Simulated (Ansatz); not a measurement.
Functionals compared on the (100) surface of fcc Ir, clean 1x1 (bottom of the slab: a bare face, its two planes held), in Ansatz (plane waves, PAW). The structure was relaxed with PBE; the other rows are single points on it. Cutoff 420 eV (500 eV for r2SCAN).

Slab: 6 atoms, 9.7 Å thick at the start (thin: gaps and levels are the slab's own); k 14x14x1, smearing 0.1 eV, dipole-corrected; 2 atoms held, the rest relaxed; symmetry of the start imposed; no spin, no spin-orbit, no U. These notes are the PBE run's.

```
functional  work function of the top face (eV)          rough cost of the single point
----------  ----------------------------------  --------------------------------------
PBE                                       5.55                                       –
LDA                                       5.90                 roughly 17 core-seconds
PBEsol                                    5.67          around 17 core-seconds (rough)
RPBE                                      5.40  about 17 core-seconds (a rough figure)
r2SCAN                                    5.64                 roughly 40 core-seconds
```

Ansatz is a program for electronic structure.
